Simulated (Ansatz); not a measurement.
Base system: SrTiO$_{3}$ in the cubic perovskite structure (space group Pm-3m, No. 221; a = 3.8911 Å).

Structures relaxed with PBEsol (Ansatz, an electronic-structure program, PAW, scalar-relativistic without spin-orbit coupling).

Base:

Simulated powder pattern, Cu Kα1, λ = 1.54056 Å (kinematic, ideal powder, no thermal factors, no anomalous dispersion; the 14 strongest lines at most, above 2 %, up to 2θ = 90°):

```
2θ (°)  I/Imax (%)    hkl
------  ----------  -----
22.84          3.9  (100)
32.52          100  (110)
40.10           21  (111)
46.65           41  (200)
52.55          2.9  (210)
58.01           37  (211)
68.10           23  (220)
77.51           16  (310)
82.08          6.3  (311)
86.59          7.7  (222)
```

The change: full substitution Sr → Ba, then cell and atoms are relaxed.

After the change:

Simulated powder pattern, Cu Kα1, λ = 1.54056 Å (kinematic, ideal powder, no thermal factors, no anomalous dispersion; the 14 strongest lines at most, above 2 %, up to 2θ = 90°):

| 2θ (°) | I/Imax (%) | hkl |
|---|---|---|
| 22.38 | 19 | (100) |
| 31.85 | 100 | (110) |
| 39.28 | 25 | (111) |
| 45.67 | 35 | (200) |
| 51.43 | 10.0 | (210) |
| 56.75 | 38 | (211) |
| 66.57 | 20 | (220) |
| 71.20 | 5.4 | (221) |
| 75.70 | 16 | (310) |
| 80.11 | 8.2 | (311) |
| 84.47 | 6.7 | (222) |
| 88.79 | 2.8 | (320) |

The indices refer to each structure's own conventional cell; one index is shown for lines that coincide.

Whether these cells are dynamically stable was not tested. The final runs are not spin-polarised. Many cubic perovskites are stable only at high temperature; tilts and polar distortions were not tested. This is not the structure that BaTiO3 has at room temperature and ambient pressure.
